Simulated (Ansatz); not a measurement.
The starting structures come from a database of crystals and need not be the phases stable at ambient conditions.

The decay constant κ of evanescent states in the gap governs leakage through a thin film.

Input:

```xyz
10
Lattice="8.3263 0.0000 0.0000 3.8853 7.3642 0.0000 2.2205 -3.6821 4.6771" Properties=species:S:1:pos:R:3 pbc="T T T"
K      4.1631     0.0000     2.3386
K     10.2689     3.6821     2.3386
K      8.3263     0.0000     2.5520
K      6.1058     3.6821     2.1251
P      8.2871     2.1470     0.0000
P      3.9245     5.2172     0.0000
P      5.7660     6.3277     0.0000
P      6.4456     1.0365     0.0000
P      1.8501     1.1157     0.0000
P     10.3615     6.2485     0.0000
```

Space group of this cell: Fmmm. The cell is taken as given.

Transport runs along the normal of the first two printed cell vectors.

The gap is the functional's own. No spin-orbit coupling. Mid-gap values are interpolated on the energy grid.

Estimate the band gap and the smallest decay constant κ at mid-gap that Ansatz (a first-principles code) with PBEsol returns for this system.

Gap 0.62 eV on a 6×6×6 mesh; κ = 0.158 1/Å, at the zone centre.
